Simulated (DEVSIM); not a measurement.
Structure: Au/HfO2/n-Si capacitor, at 400 K.

```csv
layer (left to right),material,thickness (nm),Nd (cm⁻³)
1,HfO2,8.30,-
2,Si,2100,7.3e16
```

Metal gate on the left, work function 5.1 eV. Fixed charge at the semiconductor interface 0 cm⁻² (in units of +e); interface traps 1e10 cm⁻² eV⁻¹, uniform in energy, neutral level at 0.7 of the gap above the valence band.

The device is made up for the run: typed textbook-type constants, with dimensions and the other settings drawn at random. Values at 300 K; Nc and Nv go as T^1.5, mobilities as T to minus their exponent, the gap by Varshni's rule with the affinity fixed.

| parameter | HfO2 | Si |
|---|---|---|
| gap (eV) | 5.7 | 1.124 |
| affinity (eV) | 2.5 | 4.05 |
| permittivity | 22 | 11.7 |
| Nc (cm⁻³) | - | 2.86e19 |
| Nv (cm⁻³) | - | 3.1e19 |
| Varshni α (eV/K) | - | 0.000473 |
| Varshni β (K) | - | 636 |

DEVSIM, 1D Poisson equation in equilibrium, Boltzmann statistics, complete ionisation; no quantum confinement or tunnelling. Metal contacts follow the ideal Schottky-Mott rule: no Fermi-level pinning, no interface dipoles.

Task: Tabulate band edges, carrier densities and field at 0.3 V on the gate.

Result: Energies count from the Fermi level of the right contact; mesh points crowd at the junctions.

| x (μm) | Ec (eV) | Ev (eV) | n (cm⁻³) | p (cm⁻³) | field (V/cm) |
|---|---|---|---|---|---|
| 0.000 | 2.300 | -3.400 | < 1e2 | < 1e2 | -54000 |
| 0.001148 | 2.294 | -3.406 | < 1e2 | < 1e2 | -54000 |
| 0.003104 | 2.283 | -3.417 | < 1e2 | < 1e2 | -54000 |
| 0.005812 | 2.269 | -3.431 | < 1e2 | < 1e2 | -54000 |
| 0.007891 | 2.257 | -3.443 | < 1e2 | < 1e2 | -54000 |
| 0.008882 | 0.699 | -0.397 | 6.8e10 | 4.7e14 | -100000 |
| 0.01081 | 0.680 | -0.416 | 1.2e11 | 2.7e14 | -98000 |
| 0.01728 | 0.619 | -0.477 | 7.0e11 | 4.6e13 | -91000 |
| 0.02850 | 0.525 | -0.572 | 1.1e13 | 3.0e12 | -78000 |
| 0.05215 | 0.372 | -0.725 | 9.1e14 | 3.5e10 | -51000 |
| 0.1052 | 0.234 | -0.862 | 4.9e16 | 6.6e8 | -7400 |
| 0.2690 | 0.221 | -0.876 | 7.3e16 | 4.4e8 | ≈ 0 |
| 0.5587 | 0.221 | -0.876 | 7.3e16 | 4.4e8 | ≈ 0 |
| 1.127 | 0.221 | -0.876 | 7.3e16 | 4.4e8 | ≈ 0 |
| 1.754 | 0.221 | -0.876 | 7.3e16 | 4.4e8 | ≈ 0 |
| 1.941 | 0.221 | -0.876 | 7.3e16 | 4.4e8 | ≈ 0 |
| 2.029 | 0.221 | -0.876 | 7.3e16 | 4.4e8 | ≈ 0 |
| 2.073 | 0.221 | -0.876 | 7.3e16 | 4.4e8 | ≈ 0 |
| 2.096 | 0.221 | -0.876 | 7.3e16 | 4.4e8 | ≈ 0 |
| 2.103 | 0.221 | -0.876 | 7.3e16 | 4.4e8 | ≈ 0 |
| 2.106 | 0.221 | -0.876 | 7.3e16 | 4.4e8 | ≈ 0 |
| 2.108 | 0.221 | -0.876 | 7.3e16 | 4.4e8 | ≈ 0 |
